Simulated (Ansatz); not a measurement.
## KTaO3, pressure series

Take KTaO3 in the cubic perovskite structure (space group Pm-3m, No. 221; a = 3.985 Å) as the base.

Cell and atoms are relaxed at each pressure.

Method: PBEsol/PAW in Ansatz (an electronic-structure program), no spin-orbit coupling.

Candidates:
(a) pressure −2 GPa
(b) pressure 1.5 GPa
(c) pressure 5 GPa

Before the change:

```
Quantity    Value
--------  -------
Band gap  2.14 eV
```

**Question.** Order them by band gap, lowest first.

**Answer.** (a) pressure −2 GPa (2.11 eV), (b) pressure 1.5 GPa (2.15 eV), (c) pressure 5 GPa (2.18 eV)

Spin-orbit coupling, missing from the scalar runs, can matter with Ta. Load acts through the strain it causes; cell and atoms are relaxed under it. Whether these cells are dynamically stable was not tested. No other phases were tried under pressure.
